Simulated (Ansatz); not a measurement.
A working Ansatz (an electronic-structure program) input for SbAu₂ (P-62m, 9 atoms in the cell) (DFT, PBE, plane waves, default PAW files):

Ansatz 0.2 input:
```yaml
crystal:
  lattice:
    - [7.43453200, 0.00000000, 0.00000000]
    - [-3.71726600, 6.43849400, 0.00000000]
    - [0.00000000, 0.00000000, 4.34787900]
  atoms:
    - { symbol: Au, position: [0.25600000, 0.00000000, 0.00000000] }
    - { symbol: Au, position: [0.00000000, 0.25600000, 0.00000000] }
    - { symbol: Au, position: [0.74400000, 0.74400000, 0.00000000] }
    - { symbol: Au, position: [0.58900000, 0.00000000, 0.50000000] }
    - { symbol: Au, position: [0.00000000, 0.58900000, 0.50000000] }
    - { symbol: Au, position: [0.41100000, 0.41100000, 0.50000000] }
    - { symbol: Sb, position: [0.00000000, 0.00000000, 0.50000000] }
    - { symbol: Sb, position: [0.33333300, 0.66666700, 0.00000000] }
    - { symbol: Sb, position: [0.66666700, 0.33333300, 0.00000000] }
basis:
  ecutwfc: 420.0
kpoints:
  mp_grid:
    grid: [4, 4, 6]
hamiltonian:
  xc: pbe
  pseudopotentials:
    kind: paw
scf:
  occupations:
    method: cold
    width: 0.1
output:
  forces: true
  eigenvalues: true
  stress: true
```

The run converged in 7 iterations: free energy E − TS (on the zero of these files) -98347.7948 eV; Fermi level (on the code's own zero) 14.05 eV; pressure -3.26 GPa; largest force (vector length) 0.186 eV/Å. Each of these slips is then made, one at a time:

(1)
```diff
+  max_iter: 40
+  convergence:
+    dr2_threshold: 1.0e-22 eV
```

(2)
```diff
-    method: cold
-    width: 0.1
+    method: fixed
```

**Question.** Predict the outcome of each change.

**Answer.** 
(1) A threshold far tighter than needed, beside a limit on iterations. The run converged in 21 iterations, and against the sound input the free energy is nearly the same (within 1 meV/atom), the pressure stays at -3.26 GPa and the largest force stays at 0.186 eV/Å. It cost iterations: the sound input took 7.

(2) An odd electron count with paired, fixed occupations. The program stopped before any SCF iteration.
```
Error: inconsistent input (scf.occupations.method, magnetization): a σ = 0 step fill (method: fixed, or a smearing width below the step floor) cannot realise an odd electron count (159) without a locked total moment — the per-k integer fill puts the same N_el/2 bands in each spin channel; set magnetization.spin_polarized: true with magnetization.sp [...]
```

The starting cell was generated: these elements placed on a structure prototype, without a prior relaxation; it need not be a known phase or ordering of this composition. In the base run, with a pressure of about -3 GPa the cell is away from its equilibrium volume at this level. Ansatz's pressure includes its estimate of the finite-basis (Pulay) stress.

Left out of this page: 3 runs of the series outside the window shown, repeating another row's setting, or not comparable; 1 run of the series stopped by limits of time or memory; 1 run of the series held back from this collection.
